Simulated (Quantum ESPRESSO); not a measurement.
Input and output of a self-consistent single point for SiC (P6_3mc, 12 atoms in the cell) (Quantum ESPRESSO).

Computed with PBE-D3(BJ), GBRV 1.5 ultrasoft (PBE) pseudopotentials (plane waves; Quantum ESPRESSO).

```xyz
12
Lattice="3.1095 0.0000 0.0000 -1.5548 2.6929 0.0000 0.0000 0.0000 15.2596" Properties=species:S:1:pos:R:3 pbc="T T T"
Si     0.0000     1.7953    12.7111
Si     1.5548     0.8976     5.0813
Si     1.5548     0.8976    10.1705
Si     0.0000     1.7953     2.5407
Si     0.0000     0.0000     7.6257
Si     0.0000     0.0000    15.2555
C      0.0000     0.0000    13.3426
C      0.0000     0.0000     5.7127
C      0.0000     1.7953    10.8038
C      1.5548     0.8976     3.1740
C      1.5548     0.8976     8.2634
C      0.0000     1.7953     0.6336
```

Reference input (self-consistent single point, DFT, PBE, plane waves, GBRV 1.5 ultrasoft (PBE) pseudopotentials): ecutwfc = 40 Ry; ecutrho = 200 Ry; occupations = fixed; potentials = {Si: si_pbe_v1.uspp.F.UPF, C: c_pbe_v1.2.uspp.F.UPF}; K_POINTS = automatic 6 6 2 0 0 0; nbnd = 28; conv_thr = 1e-09 Ry; mixing_beta = 0.7. This run's input differs from it in these lines:

```diff
@@ -15,2 +15,5 @@
     nbnd = 28
+    vdw_corr = 'grimme-d3'
+    dftd3_version = 4
+    dftd3_threebody = .false.
 /
```

Log, with long lists cut:

```
     Self-consistent Calculation

     iteration #  1     ecut=    40.00 Ry     beta= 0.70

     total energy              =    -126.06445479 Ry
     estimated scf accuracy    <       2.51513369 Ry

     iteration #  2     ecut=    40.00 Ry     beta= 0.70

     total energy              =    -126.85201013 Ry
     estimated scf accuracy    <       0.80910522 Ry

     iteration #  3     ecut=    40.00 Ry     beta= 0.70

     total energy              =    -126.94946728 Ry
     estimated scf accuracy    <       0.01855574 Ry

   [... 7 blocks of this kind left out ...]

     iteration # 11     ecut=    40.00 Ry     beta= 0.70

     total energy              =    -126.95826292 Ry
     estimated scf accuracy    <       0.00000001 Ry

     iteration # 12     ecut=    40.00 Ry     beta= 0.70
     End of self-consistent calculation

     highest occupied, lowest unoccupied level (ev):     9.1493   11.1890

!    total energy              =    -126.95826292 Ry
     estimated scf accuracy    <          6.0E-10 Ry

     DFT-D3 Dispersion         =      -0.25787845 Ry

     convergence has been achieved in  12 iterations

     Forces acting on atoms (cartesian axes, Ry/au):

     atom    1 type  1   force =     0.00000000   -0.00000000    0.00009860
     atom    2 type  1   force =     0.00000000   -0.00000000    0.00009860
     atom    3 type  1   force =     0.00000000   -0.00000000    0.00018855
     atom    4 type  1   force =     0.00000000    0.00000000    0.00018855
     atom    5 type  1   force =     0.00000000   -0.00000000    0.00020981
     atom    6 type  1   force =    -0.00000000   -0.00000000    0.00020981
   [... lines left out ...]

     Total force =     0.000589     Total SCF correction =     0.000052

          total   stress  (Ry/bohr**3)                   (kbar)     P=      -75.88
  -0.00051234   0.00000000   0.00000000          -75.37        0.00        0.00
   0.00000000  -0.00051234  -0.00000000            0.00      -75.37       -0.00
   0.00000000   0.00000000  -0.00052269            0.00        0.00      -76.89

   JOB DONE.
```

The run converged in 12 iterations. Against the reference run the pressure goes from -3.19 to -7.59 GPa, the largest force stays at 0.005 eV/Å and the gap on the mesh stays at 2.040 eV.

The starting cell comes from a database of computed structures (which also holds hypothetical and non-ambient phases and stackings), without a prior relaxation at this level. Its lattice was rescaled by a random factor within 2.5 % of one. With a pressure of about -8 GPa the cell is away from its equilibrium volume at this level.
